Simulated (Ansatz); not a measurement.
4 layers of silicene, started at antiparallel, no shift (facing Si atop Si, held by symmetry; silicene a predicted or substrate-bound sheet, here free)

All values below come from PBE+D3(BJ) (plane waves to 420 eV, PAW; Ansatz, a program for electronic structure). Spin–orbit coupling is left out. Its k-point mesh 12×12×1, Fermi–Dirac width 0.05 eV. A dipole correction is on.

The gap between facing atomic planes comes out as 2.41, 2.36, 2.41 Å, the step of the vacuum level across the stack (top less bottom) is 0.00 eV and the bonding between the layers is chemical, by the spacing and the binding; the sheets are no longer the free ones. The work functions of the lower and upper faces comes out as 4.67 and 4.67 eV.

```
Si
1.0
    3.84708     0.00000     0.00000
   -1.92354     3.33167     0.00000
    0.00000     0.00000    29.81000
Si
8
Direct
  0.33333   0.66667   0.33176
  0.66667   0.33333   0.35395
  0.66667   0.33333   0.43464
  0.33333   0.66667   0.46044
  0.33333   0.66667   0.53956
  0.66667   0.33333   0.56536
  0.66667   0.33333   0.64605
  0.33333   0.66667   0.66824
```
